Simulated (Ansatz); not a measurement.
Base system: MoSi2 (space group I4/mmm, No. 139; a = 3.202 Å, c = 7.819 Å). Axes: x, y, z lie along a, b, c of the conventional cell.

Computed with r2SCAN (Ansatz, an electronic-structure program), no SOC.

For the base:

The pressure is 0.0 GPa.

The change: the cell is compressed by 5.61 % along x with no lateral relaxation; the atoms relax in the strained cell.

Task: What happens to the energy relative to the base and pressure?

Result: The energy grows by 60 meV/atom; the pressure (mean of the normal stresses, compression positive) goes from zero to 13.9 GPa.

A case with no gap was solved on a k-mesh chosen for an insulator, which is coarse for it. Without a gap, meshes like the base's 14×14×14 leave anisotropic stresses uncertain by several tenths of a GPa, and small strain energies with them. Stability against distortions was not tested. All final runs are without spin polarisation.
